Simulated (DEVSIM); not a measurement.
Device: W/SiO2/p-GaAs capacitor, at 300 K.

Layer 1 from the left is SiO2, thickness (nm) 6.70. Layer 2 from the left is GaAs, thickness (nm) 1400, Na (cm⁻³) 2e17.

Metal gate on the left, work function 4.6 eV. Fixed charge at the semiconductor interface 0 cm⁻² (in units of +e); no interface traps.

Constants are typed, rounded textbook-type inputs, not results; the design itself was drawn at random and stands for no fabricated device. Values at 300 K.

SiO2: gap (eV) 9, affinity (eV) 0.9, permittivity 3.9. GaAs: gap (eV) 1.424, affinity (eV) 4.07, permittivity 12.9, Nc (cm⁻³) 4.7e17, Nv (cm⁻³) 9e18.

Model (solved in DEVSIM): 1D Poisson equation in equilibrium, Boltzmann statistics, complete ionisation; no quantum confinement or tunnelling. Metal contacts follow the ideal Schottky-Mott rule: no Fermi-level pinning, no interface dipoles.

Q: What does the simulation give for the flat-band voltage?

A: flat-band voltage -0.80 V.
